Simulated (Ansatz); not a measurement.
The parent structure is Se (space group P3_121, No. 152; a = 4.039 Å, c = 5.120 Å; made of chains). Axes: x lies along a and z along c of the hexagonal cell.

Perturbation: strain tensor (xx, yy, zz, yz, xz, xy) = (−1.90, +1.29, −2.70, −0.34, +0.19, +0.27) %; the atoms relax in the strained cell.

Levels (all Ansatz, a program for electronic structure, PAW, earlier PAW set): PBEsol (420 eV, spin-orbit coupling left out); r2SCAN (500 eV, without spin-orbit coupling); HSE06 (420 eV, without spin-orbit coupling); PBEsol+SOC (420 eV, spin-orbit coupling included); HSE06+SOC (420 eV, spin-orbit coupling included).

At the geometry relaxed with PBEsol, these levels gave the following band gaps, in shuffled order: (a) 1.16 eV, (b) 1.09 eV, (c) 0.41 eV, (d) 0.48 eV, (e) 0.74 eV.

### Question
Match each gap to its level.

### Answer
(a) HSE06; (b) HSE06+SOC; (c) PBEsol+SOC; (d) PBEsol; (e) r2SCAN.

Single points use the geometry relaxed with PBEsol. HSE06 gaps are upper bounds (no full band path). Differences between runs with and without spin-orbit coupling are approximate. Stability against distortions was not tested. No dispersion term is included in the PBEsol runs.
